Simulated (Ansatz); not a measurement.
The parent structure is LuN in the CsCl type structure (space group Pm-3m, No. 221; a = 2.893 Å; a hypothetical phase, not in the database extracts checked; relaxed with 0.1 eV smearing). Axes: x, y, z lie along the cube axes.

Method: PBEsol (Ansatz, a quantum-chemistry and plane-wave program), no SOC.

Modification: uniaxial strain ε_yy = +1.93 %, all other strain components held at zero, atoms relaxed at fixed cell.

Predict the stress tensor and what it implies for the stiffness.

Stress of the strained cell less that of the base (GPa, compression positive):
```
    0.2     0.0     0.0
    0.0   -10.2     0.0
    0.0     0.0     0.2
```

Then −Δσ_ii/ε with ε = 0.0193 gives secant stiffness values (nonlinear terms included at this strain): C22 ≈ 527 GPa.

As a check, the harmonic strain energy −½ V₀ Δσ:ε is 7.4 meV/atom; the computed energy rise is 7.5 meV/atom.

Stability against distortions was not tested. All final runs are without spin polarisation.
